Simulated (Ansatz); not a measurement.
Base system: W in the bcc (W type) structure (space group Im-3m, No. 229; a = 3.184 Å).

Level of theory: Kohn–Sham DFT with the PBE functional, run in Ansatz (a first-principles code) with PAW and 420 eV plane waves, without spin-orbit coupling, earlier PAW set.

One change was made to it. Results:

```csv
quantity,base,after
lattice parameter a,3.184 Å,3.169 Å
band gap,zero,zero
```

Task: Name the change that was made.
(A) pressure 9 GPa
(B) pressure 4.2 GPa
(C) pressure −2 GPa

Result: B, pressure 4.2 GPa. For comparison, the lattice parameter a in the other runs: pressure 9 GPa gives 3.154 Å; pressure −2 GPa gives 3.191 Å.

Load acts through the strain it causes; cell and atoms are relaxed under it. No phonon test of stability was made. Competing high-pressure phases were not computed. All final runs are without spin polarisation.
